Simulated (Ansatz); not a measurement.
# How far to go with the plane-wave cutoff: Ca (Fm-3m, 1 atom in the cell)

```
CELL_PARAMETERS angstrom
      0.00000     2.79837     2.79837
      2.79837     0.00000     2.79837
      2.79837     2.79837     0.00000
ATOMIC_POSITIONS crystal
  Ca 0.00000 0.00000 0.00000
```

Computed with PBEsol, default PAW files made with PBE (plane waves; Ansatz, a first-principles code).

Base settings: basis.ecutwfc = 420 eV; kpoints.mp_grid.grid = 10 10 10; hamiltonian.xc = pbesol; hamiltonian.pseudopotentials = {kind: paw} (the program's default PAW files); scf.occupations.method = gaussian; scf.occupations.width = 0.1 eV.

The second cell is the first with its lattice scaled by 0.98.

The mesh stays at the base's, so the ladder's end is converged at best in this setting alone.

The first pressure column holds Ansatz's estimate of the finite-basis (Pulay) stress, which hides part of the cutoff error; the other is without it.

Only quantities that move along the ladder and can be compared are tabulated.

The count of work is k-points × plane waves × bands × iterations; it is no time. 

The starting cell has typed, rounded lattice constants, without a prior relaxation at this level. Its lattice was rescaled by up to half a per cent.

```tsv
basis.ecutwfc	free energy less the last step's (meV/atom)	energy of the compressed cell less the first (meV/atom)	pressure (GPa)	pressure without the Pulay estimate (GPa)	count of work / last
145 eV	9585.92	-45.65	-0.57	-115.18	0.054
170 eV	4015.68	0.19	-0.95	-59.54	0.073
190 eV	1958.55	-10.23	-0.45	-34.19	0.082
210 eV	928.49	-12.91	-1.00	-19.25	0.098
230 eV	408.28	2.37	-0.79	-10.50	0.11
250 eV	179.81	-14.78	-1.36	-5.93	0.13
295 eV	22.64	-12.72	-1.22	-2.04	0.17
335 eV	2.58	-12.39	-1.22	-1.35	0.19
380 eV	0.19	-12.55	-1.23	-1.24	0.23
420 eV	0.09	-12.55	-1.23	-1.23	0.28
460 eV	0.06	-12.55	-1.23	-1.23	0.30
505 eV	0.04	-12.55	-1.23	-1.23	0.36
565 eV	0.03	-12.55	-1.23	-1.23	0.43
630 eV	0.02	-12.55	-1.23	-1.23	0.51
735 eV	0.02	-12.55	-1.23	-1.23	0.63
840 eV	0.01	-12.55	-1.23	-1.23	0.77
1010 eV	0.00	-12.55	-1.23	-1.23	1.0
```

Coarsest basis.ecutwfc that holds the energy of the compressed cell less the first within 0.5 meV/atom of the last step, with all finer ones: 295 eV, at 0.17 of the last step's count of work; the step before is off by 2.2 meV/atom.

Coarsest basis.ecutwfc that holds the free energy within 0.5 meV/atom of the last step, with all finer ones: 380 eV, at 0.23 of the last step's count of work; the step before is off by 2.6 meV/atom.

Coarsest basis.ecutwfc that holds the pressure within 0.05 GPa of the last step, with all finer ones: 295 eV, at 0.17 of the last step's count of work; the step before is off by 0.12 GPa.

The energy difference between the two cells stays within 1 meV/atom of the last step's from 295 eV on, the total only from 380 eV on: much of the error is common to both cells and cancels.

At the lowest cutoff the pressure without the Pulay estimate lies 114 GPa under the last step's, the usual sign of Pulay stress in an incomplete plane-wave basis.

Keys are those of Ansatz 0.2.
